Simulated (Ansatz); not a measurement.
Consider WSi₂ (space group I4/mmm, No. 139; a = 3.185 Å, c = 7.773 Å; relaxed with 0.1 eV smearing). Axes: x, y, z lie along a, b, c of the conventional cell.

Structures relaxed with Kohn–Sham DFT with the LDA functional, run in Ansatz (an electronic-structure program) with PAW and 420 eV plane waves, no SOC.

Base:

Simulated powder pattern, Co Kα, λ = 1.79026 Å (kinematic, ideal powder, no thermal factors, no anomalous dispersion; the 14 strongest lines at most, above 2 %, up to 2θ = 90°):

| 2θ (°) | I/Imax (%) | hkl |
|---|---|---|
| 26.63 | 50 | (002) |
| 35.36 | 100 | (101) |
| 46.83 | 57 | (110) |
| 52.89 | 81 | (103) |
| 54.69 | 32 | (112) |
| 54.86 | 7.7 | (004) |
| 68.39 | 20 | (200) |
| 74.80 | 13 | (202) |
| 74.94 | 13 | (114) |
| 79.41 | 23 | (211) |
| 79.69 | 12 | (105) |
| 87.41 | 5.5 | (006) |

After one change:

Simulated powder pattern, Co Kα, λ = 1.79026 Å (kinematic, ideal powder, no thermal factors, no anomalous dispersion; the 14 strongest lines at most, above 2 %, up to 2θ = 90°):

| 2θ (°) | I/Imax (%) |
|---|---|
| 26.91 | 49 |
| 35.41 | 100 |
| 46.83 | 58 |
| 53.24 | 80 |
| 54.84 | 32 |
| 55.46 | 7.5 |
| 68.39 | 20 |
| 74.93 | 13 |
| 75.46 | 13 |
| 79.44 | 23 |
| 80.47 | 12 |
| 88.52 | 5.4 |

**Question.** Which of these changes matches the shifts?
(A) uniaxial strain ε_zz = −1.00 %
(B) uniaxial strain ε_zz = −3.00 %
(C) uniaxial strain ε_zz = +3.00 %
(D) uniaxial strain ε_zz = −0.50 %

**Answer.** A, uniaxial strain ε_zz = −1.00 %. Its volume per atom is 13.01 Å³ against 13.14 Å³, and its space group is I4/mmm (No. 139).

Whether these cells are dynamically stable was not tested. The final runs are not spin-polarised.
